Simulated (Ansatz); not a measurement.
Defect: interstitial Na in cuprite, charge state +1. Method: PBE, PAW (plane waves to 420 eV; Ansatz, a quantum-chemistry and plane-wave program).

Settings: 48 host sites, the relaxed PBE lattice, one k-point at (0.250, 0.250, 0.250), smearing 0.05 eV, spin-restricted, no image-charge correction. Energies are static. PBE gaps are too small, and in this host the defect's levels may merge with the bands. The charge state is imposed; whether it is stable for some Fermi level was not computed. Sites that were not tried may lie lower.

Barriers: single points on a 2×2×2 k-point mesh shifted by half a step at the bands' geometries.

The step: several atoms move together, Na the farthest. Atoms about the jump, Cartesian Å from the middle of the jump, before and after:

```json
[
 {"atom": "Na1", "x0": "0.49", "y0": "0.48", "z0": "0.00", "x1": "-0.49", "y1": "-0.48", "z1": "0.00"},
 {"atom": "O2", "x0": "0.58", "y0": "-0.52", "z0": "2.08", "x1": "0.53", "y1": "-0.56", "z1": "2.06"},
 {"atom": "O3", "x0": "0.49", "y0": "-0.50", "z0": "-2.10", "x1": "0.52", "y1": "-0.48", "z1": "-2.10"},
 {"atom": "O4", "x0": "-1.55", "y0": "1.58", "z0": "-0.11", "x1": "-1.59", "y1": "1.55", "z1": "-0.10"},
 {"atom": "Cu5", "x0": "-1.17", "y0": "0.59", "z0": "-1.83", "x1": "-0.58", "y1": "1.18", "z1": "-1.82"},
 {"atom": "Cu6", "x0": "-0.55", "y0": "-1.80", "z0": "1.25", "x1": "-0.52", "y1": "-2.25", "z1": "1.72"},
 {"atom": "Cu7", "x0": "2.27", "y0": "0.52", "z0": "1.71", "x1": "1.81", "y1": "0.57", "z1": "1.24"},
 {"atom": "Cu8", "x0": "1.63", "y0": "-1.77", "z0": "-1.28", "x1": "1.78", "y1": "-1.63", "z1": "-1.27"},
 {"atom": "O9", "x0": "-1.63", "y0": "-2.64", "z0": "-0.04", "x1": "-1.56", "y1": "-2.55", "z1": "0.02"},
 {"atom": "O10", "x0": "2.55", "y0": "1.56", "z0": "0.02", "x1": "2.65", "y1": "1.63", "z1": "-0.05"},
 {"atom": "Cu11", "x0": "-0.71", "y0": "2.86", "z0": "1.01", "x1": "-0.57", "y1": "2.67", "z1": "0.99"},
 {"atom": "Cu12", "x0": "-2.67", "y0": "0.57", "z0": "1.00", "x1": "-2.86", "y1": "0.72", "z1": "1.03"},
 {"atom": "Cu13", "x0": "-0.52", "y0": "0.52", "z0": "3.17", "x1": "-0.51", "y1": "0.52", "z1": "3.17"},
 {"atom": "Cu14", "x0": "-2.70", "y0": "-1.54", "z0": "-1.12", "x1": "-2.83", "y1": "-1.72", "z1": "-1.11"},
 {"atom": "Cu15", "x0": "1.73", "y0": "2.84", "z0": "-1.11", "x1": "1.55", "y1": "2.71", "z1": "-1.13"},
 {"atom": "Cu16", "x0": "1.57", "y0": "0.54", "z0": "-3.21", "x1": "1.62", "y1": "0.54", "z1": "-3.20"},
 {"atom": "Cu17", "x0": "-0.53", "y0": "-1.60", "z0": "-3.21", "x1": "-0.51", "y1": "-1.56", "z1": "-3.21"},
 {"atom": "O18", "x0": "2.69", "y0": "-2.65", "z0": "0.00", "x1": "2.65", "y1": "-2.69", "z1": "0.01"},
 {"atom": "Cu19", "x0": "-0.54", "y0": "-3.74", "z0": "-1.10", "x1": "-0.55", "y1": "-3.69", "z1": "-1.06"},
 {"atom": "Cu20", "x0": "3.69", "y0": "0.56", "z0": "-1.07", "x1": "3.76", "y1": "0.54", "z1": "-1.10"},
 {"atom": "Cu21", "x0": "1.61", "y0": "-1.63", "z0": "3.17", "x1": "1.62", "y1": "-1.61", "z1": "3.15"}
]
```

Q: Where do these atoms stand at the saddle point, and how high is it?

A: 
```tsv
atom	x	y	z
Na1	0.06	-0.07	0.09
O2	0.59	-0.57	2.23
O3	0.54	-0.54	-2.10
O4	-1.55	1.54	-0.16
Cu5	-0.87	0.88	-2.00
Cu6	-0.55	-2.06	1.61
Cu7	2.07	0.56	1.59
Cu8	1.77	-1.77	-1.33
O9	-1.52	-2.53	0.00
O10	2.53	1.52	-0.02
Cu11	-0.62	2.75	0.95
Cu12	-2.75	0.62	0.96
Cu13	-0.52	0.52	3.24
Cu14	-2.67	-1.54	-1.09
Cu15	1.52	2.67	-1.11
Cu16	1.62	0.53	-3.18
Cu17	-0.52	-1.61	-3.19
O18	2.68	-2.69	0.04
Cu19	-0.52	-3.70	-1.07
Cu20	3.70	0.52	-1.09
Cu21	1.66	-1.67	3.26
```
It lies 0.074 eV above the start and 0.074 eV above the end. The program found a first-order saddle point.
